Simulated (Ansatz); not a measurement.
AgCl, response to strain

Consider AgCl in the rock salt structure (space group Fm-3m, No. 225; a = 5.611 Å).

Strains are applied to the cell and any free atomic positions relax.

Method: plane-wave PAW DFT at the PBE level (Ansatz, a first-principles code, 420 eV), without spin-orbit coupling.

Candidates:
(a) isotropic strain +0.50 %
(b) isotropic strain −1.00 %
(c) isotropic strain +1.50 %
(d) isotropic strain +2.00 %

Notes on the quantities. energy relative to the base: free energy F.

Task: Order them by energy relative to the base, lowest first.

Result: (a) isotropic strain +0.50 % (+0.6 meV/atom), (b) isotropic strain −1.00 % (+2.7 meV/atom), (c) isotropic strain +1.50 % (+5.5 meV/atom), (d) isotropic strain +2.00 % (+9.5 meV/atom)

No phonon test of stability was made.
